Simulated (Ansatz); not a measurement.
Amorphous Ba12Ti12O36, 60 atoms at 4.66 g/cm³, one PBE-relaxed geometry, zone centre. Methods: PBE, scalar-relativistic without spin-orbit coupling (Ansatz, a first-principles code); r2SCAN, scalar-relativistic without spin-orbit coupling (Ansatz); HSE06, scalar-relativistic without spin-orbit coupling (Ansatz). Plane waves to 420 eV (r2SCAN 500 eV); exact exchange is cut at the cell's faces. At PBE the levels at the filled edge of the gap are localised (band-tail or defect states). All rungs ran without spin polarisation.

Preparation: random packing, a CHGNet melt and quench, and a DFT relaxation. O atoms were pushed apart under 1.9 Å during the dynamics, to hinder bonds among them. The hot cell started wider than the set density and was brought back towards it in steps. It is the lowest in DFT energy of 2 quenches. It is a model cell: composition and starting density were chosen by hand, and all elements were melted together. No dispersion term was used. Its density started from a set value of 4.93 and ended at 4.66 g/cm³. The simulated quench (nominally 280 K/ps over its main leg) is rapid and tends to freeze in more defects than a deposited or slowly cooled glass has. Values belong to this one cell and scatter from quench to quench. The volume was free in the relaxation, at fixed shape. Stress components on the final sampling reach 1.5 GPa.

The relaxation ran on the zone centre alone. At PBE the level gap is 2.90 eV on a 2×2×2 Γ-centred mesh, and the spacing at the zone centre alone 2.92 eV.

What zone-centre spacing does r2SCAN give, roughly?

3.26 eV (+0.34 eV against PBE).

What zone-centre spacing does HSE06 give, roughly?

4.42 eV (+1.50 eV against PBE).

The highest filled and the lowest empty state spread over these numbers of atoms (participation numbers): PBE: 3.7 and 9.2; r2SCAN: 3.5 and 8.4; HSE06: 3.2 and 9.6.
